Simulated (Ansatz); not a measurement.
An Ansatz (an electronic-structure program) run: Ti with a change (biaxial strain −1.73 %, plane normal [001], relaxed out of plane); r2SCAN, PAW, 500 eV (Ansatz; scalar-relativistic without spin-orbit coupling).

Input:

Ansatz 0.2 input:
```yaml
crystal:
  lattice:
    - [2.8850876536, 0, 0]
    - [1.4425438268, 2.4985592002, 0]
    - [0, 0, 4.6766691613]
  atoms:
    - { symbol: Ti, position: [0.3333333333, 0.3333333333, 0.75] }
    - { symbol: Ti, position: [0.6666666667, 0.6666666667, 0.25] }
basis: { ecutwfc: 500, ecutrho_ratio: 4, xc_grid: 4, fft_grid_basis: typed }
kpoints: { mp_grid: { grid: [18, 18, 10] } }
hamiltonian:
  xc: r2scan
  dispersion: none
  pseudopotentials: { kind: paw }
scf: { occupations: { method: fermi_dirac, width: 0.05 } }
relax: { f_tol: 0.005, max_steps: 50, cell: { stress_tol: 0.01, fix: [a, b, gamma] } }
output: { forces: true, stress: true }
checkpoint: { write: state.ck, write_every: 1000 }
```

Output (explanatory and most iteration lines left out):

```
Relaxation: its limit of steps is 50 (relax.max_steps)
Pseudopotential: Ti, paw, valence charge 12
Crystal: 2 atoms, lattice volume = 33.712 Å³
Basis set: ecut = 500 eV, 845 PW (Γ), exchange–correlation on 96×96×144 points (64 copies of the dense FFT grid, shifted against one another)
Bands: 16, of which v1, the nominal top of the filled ones, is band 12 counted from 1 (11 counted from 0)
Symmetry: 24 space group operations
Space group: P63/mmc (ITA 194), of the structure as read, at distance tolerance 3.2e-5 Å
k-points: 222 of 3240
Functional: x = r2scan, c = r2scan; τ floored in thin density (d = 2e-4 eV/Å³)
SCF iter   1: F=—  HF=-5008.677921 eV  |F-HF|=—  |Δ(HF+E_count)|=         —  Δρ=1.61e-2  dr2=7.59e-2  dr2_τ=1.74e-2  ethr=1.77e-3  ⟨swp⟩=4.1  Hψ=14701  notcnv=0
SCF iter   2: F=—  HF=-5008.730723 eV  |F-HF|=—  |Δ(HF+E_count)|=   5.28e-2  Δρ=5.95e-3  dr2=9.80e-3  dr2_τ=7.41e-4  ethr=3.16e-4  ⟨swp⟩=2.6  Hψ=8207  notcnv=0
SCF 1 converged in 6 iterations: F = -5008.731908 eV  dr2 = 3.34e-9
relax step   1: F+E_penalty+E_count = -5008.73190754 eV  Δ(F+E_penalty+E_count) = +0.000e0 eV  max|allowed force component| = 2.405e-16 eV/Å  Δτ_max = 0.0000 Å  P = +3.265 GPa  Ω = 33.712 Å³  fix = [a, b, gamma]  reactions: a +4.364, b +4.364 GPa  (6 SCF iters, dr2 threshold 1.00e-7 eV, accepted)
[... steps on the carried basis left out ...]
relax step   3: F+E_penalty+E_count = -5008.73237761 eV  Δ(F+E_penalty+E_count) = -1.840e-4 eV  max|allowed force component| = 1.665e-16 eV/Å  Δτ_max = 0.0000 Å  P = +2.622 GPa  Ω = 33.883 Å³  energy of the carried Pulay correction = -9.622e-5 eV  fix = [a, b, gamma]  reactions: a +3.936, b +3.936 GPa  (4 SCF iters, dr2 threshold 2.00e-7 eV, accepted)
Crystal: 2 atoms, lattice volume = 33.883 Å³
SCF iter   1: F=—  HF=-5008.732471 eV  |F-HF|=—  |Δ(HF+E_count)|=         —  Δρ=6.59e-5  dr2=2.48e-7  dr2_τ=1.39e-7  ethr=1.22e-9  ⟨swp⟩=2.9  Hψ=25059  notcnv=0
SCF iter   2: F=—  HF=-5008.732474 eV  |F-HF|=—  |Δ(HF+E_count)|=   2.69e-6  Δρ=3.07e-5  dr2=1.67e-8  dr2_τ=1.29e-7  ethr=1.03e-9  ⟨swp⟩=3.0  Hψ=6684  notcnv=0
SCF 4 converged in 6 iterations: F = -5008.732475 eV  dr2 = 1.10e-13
SCF converged after 6 iterations
Free energy (F): -5008.732475 eV
Internal energy: -5008.718525 eV  (E = F + TS)
E sigma→0 (E₀):  -5008.725500 eV
Entropy (-TS):   -0.013949 eV (-6.975 meV/atom)
Fermi energy:    13.803734 eV
--- Forces (eV/Å), atoms counted from 1 ---
  atom   1  Ti     0.00000000     0.00000000     0.00000000
  atom   2  Ti     0.00000000    -0.00000000    -0.00000000
--- Stress (GPa, compression-positive) ---
        3.938041       0.000000       0.000000
       -0.000000       3.938041       0.000000
        0.000000       0.000000       0.000219
  P = ⅓ Tr σ = 2.6254 GPa (26.254 kbar)
--- Relaxed structure (3 steps of the walk, 3 accepted, 1 SCFs on fresh bases) ---
  cell:  # Å, volume = 33.8830 Å³
    - [2.885087653621686, 1.2716348750566124e-99, 0.0]
    - [1.442543826810843, 2.4985592001812194, 0.0]
    - [0.0, 0.0, 4.7003841424302735]
  atoms:
    - { symbol: Ti, position: [0.33333333333333337, 0.3333333333333333, 0.75] }
    - { symbol: Ti, position: [0.6666666666666667, 0.6666666666666666, 0.25000000000000006] }
```

Without a gap, meshes like the base's 18×18×10 leave anisotropic stresses uncertain by several tenths of a GPa, and small strain energies with them. Stability against distortions was not tested. All final runs are without spin polarisation. The cell was made from Ti in the hcp (Mg type) structure (space group P6_3/mmc, No. 194) by this change: biaxial strain −1.73 %, plane normal [001], relaxed out of plane.
